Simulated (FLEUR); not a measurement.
Input and output of a self-consistent single point for TiSi₂ (Fddd, 6 atoms in the cell) (FLEUR).

Level of theory: PBE, all-electron FLAPW (FLEUR), scalar-relativistic valence in FLEUR.

The change in words: lattice scaled by 0.98. Reference geometry:
```
TiSi2
1.0
    0.00000     4.14593     4.29231
    2.40600     0.00000     4.29231
    2.40600     4.14593     0.00000
Ti Si
2 4
Direct
  0.50000   0.50000   0.50000
  0.75000   0.75000   0.75000
  0.83743   0.16257   0.83743
  0.16257   0.83743   0.16257
  0.41257   0.08743   0.41257
  0.08743   0.41257   0.08743
```

Reference input (self-consistent single point, DFT, PBE, all-electron FLAPW (FLEUR), scalar-relativistic valence): Kmax = 3.5 1/bohr; GmaxXC = 14 1/bohr; xcFunctional = pbe; jspins = 1; l_soc = F; mode = gauss; fermiSmearingEnergy = 0.00999582 Htr; mesh (inpgen div1-3) = 7 7 7; inpgen gamma flag = false; Gmax = 14 1/bohr; numbands = 0; maxIterBroyd = 15. This run's input differs from it in these lines:

```diff
@@ -3,5 +3,5 @@
 &input film=f /
-0.0000000000 4.1459260000 4.2923140000
-2.4059980000 0.0000000000 4.2923140000
-2.4059980000 4.1459260000 0.0000000000
+0.0000000000 4.0630070000 4.2064680000
+2.3578780000 0.0000000000 4.2064680000
+2.3578780000 4.0630070000 0.0000000000
 1.8897261246
@@ -47,5 +47,5 @@
          <bravaisMatrix>
-            <row-1>    0.0000000000000000     7.8346646728583798     8.1112979007863242</row-1>
-            <row-2>    4.5466772763353500     0.0000000000000000     8.1112979007863242</row-2>
-            <row-3>    4.5466772763353500     7.8346646728583798     0.0000000000000000</row-3>
+            <row-1>    0.0000000000000000     7.6779704723326718     7.9490724718939125</row-1>
+            <row-2>    4.4557436552195986     0.0000000000000000     7.9490724718939125</row-2>
+            <row-3>    4.4557436552195986     7.6779704723326718     0.0000000000000000</row-3>
          </bravaisMatrix>
```

Output (repeated stretches shortened):

```
 Iteration:     1   Distance:       6.22748439 me/bohr^3
 Iteration:     2   Distance:       5.81957636 me/bohr^3
 Iteration:     3   Distance:       1.95776887 me/bohr^3
 Iteration:     4   Distance:       0.66070810 me/bohr^3
 Iteration:     5   Distance:       0.47689085 me/bohr^3
   [... 8 lines left out ...]
 Iteration:    14   Distance:       0.00001211 me/bohr^3
 Iteration:    15   Distance:       0.00001421 me/bohr^3
 Iteration:    16   Distance:       0.00001188 me/bohr^3
 Iteration:    17   Distance:       0.00000548 me/bohr^3
 Reset of history
 Run finished successfully
 Stop message:
   Structural relaxation: new displacements generated

[file out, last iteration]
             iter=     18
[...]
          total density-effective poten   -4.5012144156E+03
          total charge density-energy d   -1.6826674788E+02
 Updated energy parameters for spin:           1
[...]
 fermi energy and band-weighting factors:

[...]
FERMIE:
          first approx. to ef    (T=0)  :   0.408192 htr   (energy of the highest occ. eigenvalue)
          number of occ. states  (T=0)  :       1285
          first approx. to seigv (T=0)  : -10.099472 htr
          sum of weights of occ. states :  20.008746
          sum of semicore charge        :   0.000000 e
          fermi energy=   0.40865 har   work function= -11.11982 ev
          number of valence electrons=  40.00000
   [... lines left out ...]
          total moment                 =     0.00000
 Direct bandgap for spin            1 :    6.7016699445547889E-003  Htr
 ---->    free energy=                     -2867.8930353459 htr
   [... lines left out ...]
      extrapolation for T->0
 ---->    total electron energy=           -2867.8930353459 htr
 ***** TOTAL FORCES ON ATOMS *****
 TOTAL FORCE FOR ATOM TYPE=  1  X=  3.342   Y=  5.758   Z=  5.962
                       FX_TOT= 0.000000 FY_TOT= 0.000000 FZ_TOT= 0.000000
 TOTAL FORCE FOR ATOM TYPE=  2  X= -1.114   Y= -4.416   Z= -1.987
                       FX_TOT= 0.000000 FY_TOT=-0.000849 FZ_TOT= 0.000000
```

The run converged in 17 iterations. FLEUR gives forces in its relaxation mode, with a further iteration, so its stop message speaks of a relaxation. Against the reference run the total energy goes up by 19.4 meV/atom and the largest force goes from 0.007 to 0.044 eV/Å.

The starting cell comes from a database of computed structures (which also holds hypothetical and non-ambient phases and stackings), without a prior relaxation at this level. Its lattice was rescaled by a random factor within 2.5 % of one. For this run, on top of that: lattice scaled by 0.98. Spin polarisation is off. Values depend on the basis (sphere radii, cutoffs, local orbitals), which need not be converged. The log's line on a gap gives a spacing of levels on this mesh, which the program prints for metals too.

Cost on one core of a shared machine: roughly 2 min.
